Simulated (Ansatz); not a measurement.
Input:

```
Ge
1.0
    0.00000     2.83809     2.83809
    2.83809     0.00000     2.83809
    2.83809     2.83809     0.00000
Ge
2
Direct
  0.00000   0.00000   0.00000
  0.25000   0.25000   0.25000
```

All values below come from HSE06, rigid bands (plane waves, PAW, scalar-relativistic; Ansatz, an electronic-structure program). Cell: cell and atoms relaxed with PBEsol.

What conductivity effective mass do dilute electrons have at 300 K?

0.120 mₑ.

And the band gap?

0.77 eV at this level.

Rigid bands, one relaxation time for all states, no polarons. Spin-orbit coupling is left out; where it splits the top of the valence band it changes the hole mass and lowers the gap by about a third of the splitting. Geometry: cell and atoms relaxed with PBEsol.
